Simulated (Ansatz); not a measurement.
## Effect of isotropic strain +1.50 % on LiCl

The parent structure is LiCl in the rock salt structure (space group Fm-3m, No. 225; a = 5.150 Å).

Now apply this change: an isotropic linear strain of +1.50 %; the atoms relax in the strained cell.

Method: DFT with PBE, PAW potentials and a 420 eV plane-wave cutoff in Ansatz (a quantum-chemistry and plane-wave program), no spin-orbit coupling. Settings: 11×11×11 k-points, 0.05 eV Fermi–Dirac smearing.

```csv
quantity,base,changed,shift
volume per atom,17.08 Å³,17.86 Å³,+0.78 Å³
space group,Fm-3m (No. 225),Fm-3m (No. 225),–
shortest interatomic distance,4.866 bohr,4.939 bohr,+0.073 bohr
energy relative to the base (free energy F),0 meV/atom,+3.3 meV/atom,+3.3 meV/atom
pressure,0.00 GPa,-1.29 GPa,-1.29 GPa
band gap,6.26 eV,6.01 eV,-0.243 eV
gap character,direct at Γ,direct at Γ,–
mean gap deformation potential ΔEg/Δln V,–,-5.4 eV,–
width of the top valence band,1.08 eV,1.00 eV,-0.08 eV
electron mass,0.47 mₑ (at Γ),0.47 mₑ (at Γ),–
"valley order (the lowest conduction-band minima on the path, energy above the VBM, named in the base's zone)",Γ 6.26 eV; L along ⟨111⟩ 6.73 eV,Γ 6.01 eV; L along ⟨111⟩ 6.68 eV,–
```

Final structure:

```
LiCl
1.0
    0.00000     2.61381     2.61381
    2.61381     0.00000     2.61381
    2.61381     2.61381     0.00000
Li Cl
1 1
Cartesian
  0.00000   0.00000   0.00000
  2.61381   2.61381   2.61381
```

Masses are band curvatures over ±0.01 Å⁻¹ around the edge. Stability against distortions was not tested.
